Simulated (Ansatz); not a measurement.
For SiO2 (Ima2, No. 46, 12 atoms in the cell; start mp-555251; a measured phase of this formula has another space group), LDA (Ansatz, an electronic-structure program, plane waves, PAW) gives:

```
Property                Value
---------------  ------------
cohesive energy  7.41 eV/atom
band gap              5.67 eV
```

What does r²SCAN (Ansatz, plane waves, PAW) give for the same quantities?


- cohesive energy: 6.45 eV/atom (decreases by 0.96 eV/atom)
- band gap: 6.45 eV (grows by 0.78 eV)

Changes are worked out from the printed values.

Unless a cell is named, each level is at its own relaxed cell (LDA 17.72, r²SCAN 17.88 Å³/atom).

Density-functional gaps are differences of (generalised) Kohn–Sham levels.

Caveats: the relaxation could not lower the start's symmetry, so the cell can be a saddle point above a distorted one (LDA, r²SCAN). Ansatz's density-functional and Hartree–Fock values are scalar-relativistic unless marked +SOC, with PAW data made under PBE.

A start named mp-… is a Materials Project structure, which need not be a measured phase.
